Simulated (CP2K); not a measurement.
Band structure of a sheet of SnO (4 atoms in the cell).

```
SnO
1.0
    3.67902     0.00000     0.00000
    0.00000     3.67902     0.00000
    0.00000     0.00000    16.22535
Sn O
2 2
Direct
  0.50000   0.00000   0.56858
  0.00000   0.50000   0.43142
  0.00000   0.00000   0.50000
  0.50000   0.50000   0.50000
```

Level of theory: PBE, GPW, DZVP-MOLOPT-SR-GTH basis, GTH-PBE potentials (GTH_POTENTIALS) run with CP2K.

Settings: CUTOFF = 450 Ry; REL_CUTOFF = 60 Ry; SMEAR/METHOD = GAUSSIAN; SIGMA = 0.05 eV; KPOINTS/SCHEME = MONKHORST-PACK 5 5 1; XC_FUNCTIONAL = PBE; Sn/BASIS_SET = DZVP-MOLOPT-SR-GTH; Sn/POTENTIAL = GTH-PBE-q4; O/BASIS_SET = DZVP-MOLOPT-SR-GTH; O/POTENTIAL = GTH-PBE-q6; METHOD = GPW; EPS_DEFAULT = 1e-10; EXTRAPOLATION = USE_GUESS; NGRIDS = 5.

The starting cell was generated: these elements placed on a structure prototype, without a prior relaxation; it need not be a known phase or ordering of this composition. Its lattice was rescaled in the plane by a random factor within 2.5 % of one. Values carry the incompleteness of an atom-centred basis.

### Question
Predict the gap along the standard path and the places of the band edges.

### Answer
The gap along the path is 3.12 eV, from a point between M and Γ to a point between M and Γ; the smallest direct gap on it is 3.27 eV. Another conduction valley lies within 0.1 eV, so the order of the valleys is not sure.

Levels in eV from the top of the valence band on the SCF mesh, bands 7 to 11:
| point | 7 | 8 | 9 | 10 | 11 |
|---|---|---|---|---|---|
| M | -1.66 | -1.66 | -0.55 | -0.55 | 3.27 |
| Γ | -2.83 | -2.43 | -2.43 | -0.11 | 3.16 |
| X | -4.35 | -4.35 | -0.55 | -0.55 | 3.21 |

Higher empty bands are left out: an atom-centred basis made for the valence describes them poorly.
